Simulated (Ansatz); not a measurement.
Hexagonal WC, treated with PBE+SOC (Ansatz, an electronic-structure program, PAW).

The input as run:

Ansatz 0.2 input:
```yaml
crystal:
  lattice:
    - [-1.45325, -2.517103, 0.0]
    - [2.9065, 0.0, 0.0]
    - [0.0, 0.0, -2.8366]
  atoms:
    - { symbol: W, position: [0.0, 0.0, 0.0] }
    - { symbol: C, position: [0.333334, 0.666667, 0.5] }
basis:
  ecutwfc: 520
  ecutrho_ratio: 4
  xc_grid: 2
kpoints:
  mp_grid: { grid: [24, 24, 20] }
hamiltonian:
  xc: pbe
  dispersion: none
  pseudopotentials: { kind: paw }
scf:
  occupations: { method: fermi_dirac, width: 0.05 }
  convergence: { dr2_threshold: 0.0000000002 }
output:
  forces: true
  stress: true
  eigenvalues: true
magnetization:
  noncollinear: true
  spin_orbit: true
```

From the output:

```
WARN the atoms were moved onto the symmetric positions of the space group found under crystal.symmetry.tolerance 1.0e-5 (fractional …
Crystal: 2 atoms, lattice volume = 20.752 Å³
Basis set: ecut = 520 eV, 575 PW (Γ), exchange–correlation on 48×48×48 points (8 copies of the dense FFT grid, shifted against one another)
Bands: 26, of which v1, the nominal top of the filled ones, is band 18 counted from 1 (17 counted from 0)
Symmetry: 12 space group operations + 12 with time reversal
k-points: 671 of 11520 (time reversal used)
Initial density: superposition of atomic densities (chi_scale 0.1, normalization cell, long waves kept (reshape's long-wave potential 0.00 eV rms))
Functional: x = pbe(κ = 0.804, μ = 0.2195149727645171), c = pbe(β = 0.06672455060314922)
SCF 1 converged in 8 iterations: F = -10660.680797 eV  dr2 = 1.74e-11
SCF converged after 8 iterations
Free energy (F): -10660.680797 eV
Internal energy: -10660.678338 eV  (E = F + TS)
E sigma→0 (E₀):  -10660.679568 eV
Fermi energy:    20.609586 eV
--- Forces (eV/Å), atoms counted from 1 ---
  atom   1  W      0.00000000     0.00000000     0.00000000
  atom   2  C      0.00000000     0.00000000     0.00000000
--- Stress (GPa, compression-positive) ---
        5.335960      -0.000000      -0.000000
       -0.000000       5.335960      -0.000000
       -0.000000      -0.000000       4.939850
  P = ⅓ Tr σ = 5.2039 GPa (52.039 kbar)
```

Note: cell and atoms aren't relaxed at this level (pressure 5.2 GPa).

The result took about 80 core-seconds (a rough figure).
